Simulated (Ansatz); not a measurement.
Fluorite NiSi2, treated with LDA (Ansatz, a program for electronic structure, plane waves, PAW).

Input file:

Ansatz 0.2 input:
```yaml
crystal:
  lattice:
    - [0.0, 2.7104799811, 2.7104799811]
    - [2.7104799811, 0.0, 2.7104799811]
    - [2.7104799811, 2.7104799811, 0.0]
  atoms:
    - { symbol: Si, position: [0.25, 0.25, 0.25] }
    - { symbol: Si, position: [0.75, 0.75, 0.75] }
    - { symbol: Ni, position: [0.0, 0.0, 0.0] }
basis:
  ecutwfc: 520
  ecutrho_ratio: 4
  xc_grid: 2
kpoints:
  mp_grid: { grid: [18, 18, 18] }
hamiltonian:
  xc: lda
  dispersion: none
  pseudopotentials: { kind: paw }
scf:
  occupations: { method: fermi_dirac, width: 0.05 }
  convergence: { dr2_threshold: 0.0000000003 }
output:
  forces: true
  stress: true
  eigenvalues: true
```

Task: How many irreducible k-points, plane waves at Γ does the program set up, and what pressure does the run end with?

Result: 195 irreducible k-points, 1067 plane waves at Γ; P = -6.03 GPa, so the cell is stretched and would shrink at this level.

Excerpt of the program's output:

```
Crystal: 3 atoms, lattice volume = 39.826 Å³
Basis set: ecut = 520 eV, 1067 PW (Γ), exchange–correlation on 60×60×60 points (8 copies of the dense FFT grid, shifted against one another)
Bands: 17, of which v1, the nominal top of the filled ones, is band 13 counted from 1 (12 counted from 0)
Symmetry: 48 space group operations
Space group: Fm-3m (ITA 225), of the structure as read, at distance tolerance 3.4e-5 Å
k-points: 195 of 5832
Functional: x = slater, c = lda
SCF iter   1: F=—  HF=-6992.065104 eV  |F-HF|=—  |Δ(HF+E_count)|=         —  Δρ=1.69e-2  dr2=5.70e-2
SCF iter   2: F=—  HF=-6992.057181 eV  |F-HF|=—  |Δ(HF+E_count)|=   7.92e-3  Δρ=4.03e-3  dr2=3.77e-3
  ...
SCF iter   8: F=—  HF=-6992.055995 eV  |F-HF|=—  |Δ(HF+E_count)|=  7.63e-10  Δρ=1.08e-6  dr2=3.59e-10
SCF iter   9: F=-6992.055995 eV  HF=-6992.055995 eV  |F-HF|=1.82e-12  |Δ(HF+E_count)|=  1.35e-10  Δρ=1.16e-7  dr2=3.46e-12
SCF 1 converged in 9 iterations: F = -6992.055995 eV  dr2 = 3.46e-12
SCF converged after 9 iterations
Free energy (F): -6992.055995 eV
Internal energy: -6992.049450 eV  (E = F + TS)
E sigma→0 (E₀):  -6992.052723 eV
Fermi energy:    12.835316 eV
--- Forces (eV/Å), atoms counted from 1 ---
  atom   1  Si     0.00000000     0.00000000    -0.00000000
  atom   2  Si     0.00000000     0.00000000     0.00000000
  atom   3  Ni    -0.00000000     0.00000000     0.00000000
--- Stress (GPa, compression-positive) ---
       -6.027985       0.000000      -0.000000
        0.000000      -6.027985      -0.000000
        0.000000      -0.000000      -6.027985
  P = ⅓ Tr σ = -6.0280 GPa (-60.280 kbar)
```

The cell is one volume of an energy–volume scan, off the minimum.

The PAW data were made under PBE.

It cost around 9 core-seconds (rough) of CPU time.
